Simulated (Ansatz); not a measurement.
Start from WC (space group P-6m2, No. 187; relaxed with 0.1 eV smearing).

```
CELL_PARAMETERS angstrom
      2.91268     0.00000     0.00000
     -1.45634     2.52245     0.00000
      0.00000     0.00000     2.83536
ATOMIC_POSITIONS crystal
  W  0.00000 0.00000 0.00000
  C  0.66667 0.33333 0.50000
```

Cartesian axes are those of the cell as printed.

Level of theory: plane-wave PAW DFT at the r2SCAN level (Ansatz, a quantum-chemistry and plane-wave program, 500 eV), scalar-relativistic without spin-orbit coupling.

Strains are applied to the cell and any free atomic positions relax; under biaxial strain the out-of-plane vector relaxes too.

One change was made to it. Results:

| quantity | base | after |
|---|---|---|
| band gap | zero | zero |
| pressure (mean of the normal stresses, compression positive) | 0.0 GPa | 12.9 GPa |
| shortest interatomic distance | 4.156 bohr | 4.122 bohr |

What was done to the base?
A) isotropic strain −3.67 %
B) isotropic strain −0.89 %
C) biaxial strain −1.94 %, plane normal [001], relaxed out of plane
D) isotropic strain −3.88 %

C, biaxial strain −1.94 %, plane normal [001], relaxed out of plane. For comparison, the pressure in the other runs: isotropic strain −0.89 % gives 11.5 GPa; isotropic strain −3.67 % gives 57.3 GPa; isotropic strain −3.88 % gives 61.5 GPa.

Whether these cells are dynamically stable was not tested. The final runs are not spin-polarised.
